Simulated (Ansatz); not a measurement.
Input:

```
BaTiO3
1.0
    3.98092     0.00000     0.00000
    0.00000     3.98092     0.00000
    0.00000     0.00000     4.14508
Ti Ba O
1 1 3
Direct
  0.50000   0.50000   0.45421
  0.00000   0.00000   0.93679
  0.50000   0.50000   0.89376
  0.50000   0.00000   0.41062
  0.00000   0.50000   0.41062
```

No spin polarisation.

All numbers come from PBE (Ansatz, a program for electronic structure; PAW; 420 eV plane waves; no spin-orbit coupling). Settings: 8×8×8 k-points, 0.05 eV Fermi–Dirac smearing.

Problem. Predict the gap character, width of the top valence band, smallest direct gap and band gap.

Solution. The gap character comes out as indirect, A → Γ, the width of the top valence band is 1.30 eV and the smallest direct gap comes out as 2.35 eV. The band gap comes out as 1.85 eV.

Load acts through the strain it causes; cell and atoms are relaxed under it. Whether these cells are dynamically stable was not tested. All final runs are without spin polarisation. The cell was made from BaTiO$_{3}$ (space group P4mm, No. 99) by this change: pressure 1.5 GPa.
